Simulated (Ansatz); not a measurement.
Consider this model of amorphous Si₂₀O₃₀F₂₀.

```xyz
70
Lattice="11.3281 -0.8958 -0.7834 -0.8958 10.5342 0.6551 -0.7834 0.6551 10.2235" Properties=species:S:1:pos:R:3 pbc="T T T"
Si     2.1652     3.3389     6.3311
Si     7.5959     6.4784     5.4383
Si     5.3382     9.4524    10.0293
Si     3.0769    10.2684     2.8545
Si    -0.1620     3.0735     8.2678
Si     9.9204     3.9378     9.6481
Si     2.3540     7.7872     6.4122
Si     1.7826     4.9051     3.6512
Si     6.3902     1.5498     5.2068
Si     2.9967     7.6744     9.5152
Si     3.6689     7.2927     3.8324
Si     4.9143     2.7155     7.6650
Si    10.1121     3.4028     3.2980
Si     8.0481     3.4625     0.8692
Si     6.2280     0.8960     0.2883
Si     5.6485     6.6020    10.1155
Si    -0.0323     7.7142    10.3846
Si     0.2577     9.2979     2.3699
Si     9.7021     7.8101     7.0178
Si     0.3684     8.7047     5.5287
O      4.0107     6.4964    10.0518
O      2.7217     7.4269     7.9332
O      5.4411     1.7195     6.4971
O      5.0090     0.5764     1.3013
O      0.1766     5.5651     0.4224
O      3.6085     7.3717     5.4601
O      1.8106     9.3352     6.1004
O      1.6201    10.1571     2.1399
O      0.2613     7.9938     1.3984
O      3.5018     3.3806     7.2430
O      1.5968     7.6647    10.3311
O      7.1534     2.1058     0.8505
O      8.6984     6.5811     6.6236
O      3.7581     9.1119     9.7301
O      7.1419    -0.4550     0.1334
O     10.2549     3.3129     8.1897
O      0.1599     4.9950     3.5705
O      4.7832     1.9249     9.0677
O     -0.8906     9.1937     6.4277
O     -0.5730     8.2570     8.9454
O      3.6202     8.7594     3.1490
O      0.8891     7.1482     5.8941
O      6.8229     7.4520     0.4243
O      9.1029     3.4821    -0.3825
O      2.3057     4.3781     5.0985
O      7.0709     4.7672     0.7858
O      0.8869     3.7607     7.2411
O      8.8915     3.5564     2.2578
O      0.0858     8.9087     3.9465
O      2.4370     6.3576     3.3071
F      5.9649     3.8862     7.8805
F      6.2193     6.5032     8.6288
F     10.3874     1.8693     3.5984
F      6.3859     0.0447     4.7292
F     -0.1417     3.1345     1.3121
F      1.9491     1.8652     5.7754
F      3.7958     0.5450     3.5509
F     10.3391     9.2920     1.1828
F      9.6871     4.0894     4.6633
F      6.8265     5.1053     5.5178
F      2.3046     3.8904     2.5463
F      6.5714     7.6760     5.5657
F      7.8765     1.9602     5.5423
F      6.0439     9.8240     8.6527
F      8.2827     6.5863     4.0126
F      8.8447     9.0154     7.5769
F     10.2441     1.1638     6.7070
F      5.0346     6.6118     3.3926
F      5.9055     2.4693     4.0124
F      0.6499     2.2488     9.3583
```

All values below come from PBE, scalar-relativistic without spin-orbit coupling (plane waves to 420 eV, PAW; Ansatz, an electronic-structure program).

The cell was made by melting and quenching with the CHGNet potential and then relaxed with DFT. O and F atoms were pushed apart under 1.9 Å during the dynamics, to hinder bonds among them. The hot cell started wider than the set density and was brought back towards it in steps. It is the lowest in DFT energy of 2 quenches. It is a model cell: composition and starting density were chosen by hand, and all elements were melted together. No dispersion term was used. Its density started from a set value of 2.10 and ended at 1.96 g/cm³. Cooling (nominally 280 K/ps over its main leg) ran many orders faster than in experiment, which tends to leave more defects and strain. One small periodic cell is one sample of the glass; other quenches scatter about these values. Volume and shape were free in the relaxation.

Neighbours within Si-Si 2.60 Å, Si-O 1.90 Å, Si-F 1.84 Å, O-O 1.58 Å, O-F 1.48 Å, F-F 1.37 Å count as bonded. Two cations that share two anions don't count as bonded, nor two that share one unless they lie closer than Si-Si 2.38 Å.

Give the coordination numbers, mean bond lengths and angles.


```json
{
  "Mean coordination of Si by anions": "4.00 (20 with 4)",
  "Mean coordination of O": "2.00 (30 with 2)",
  "Mean coordination of F": "1.00 (20 with 1)",
  "Mean Si-O bond": "1.629 Å (spread 0.015 Å, 60 counted)",
  "Mean Si-F bond": "1.585 Å (spread 0.005 Å, 20 counted)",
  "Bond angle at Si": "mean 109.4°, spread 3.1°",
  "Bond angle at O": "mean 141.5°, spread 18.2°"
}
```

List the pairs of like atoms that count as bonded by the rules above.

There are none by these rules.
